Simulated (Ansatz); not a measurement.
TaN (P-6m2, No. 187, 2 atoms in the cell; start mp-1459; a measured phase of this formula has another space group)

Method: PBEsol in Ansatz (PAW).

Numerical settings: plane-wave cutoff 500 eV, 18×18×14 k mesh (along the axes of the cell as run), Fermi–Dirac smearing 0.05 eV, scalar-relativistic PAW data made under PBE.

Cell (relaxed at this level):

TaN has the hexagonal space group P-6m2 (No. 187), Pearson symbol hP2. Cell: a = 2.924 Å, b = 2.924 Å, c = 2.871 Å, α = 90.00°, β = 90.00°, γ = 120.00°. Ta on 1b is coordinated by 6 N at 2.216 Å (trigonal prismatic). N on 1e has 6 Ta at 2.216 Å (trigonal prismatic). (Neighbours: up to the widest gap in distance over summed covalent radii, below 1.35, at either atom; cation-cation and far metal-metal contacts left out.)

band gap: zero (no gap)

Note: the relaxation could not lower the start's symmetry, so the cell can be a saddle point above a distorted one.

Spin–orbit coupling is not included.

Static lattice: no zero-point or thermal effects.

The result took roughly 50 core-seconds.

A start named mp-… is a Materials Project structure, which need not be a measured phase.

Ansatz is a program for electronic structure.
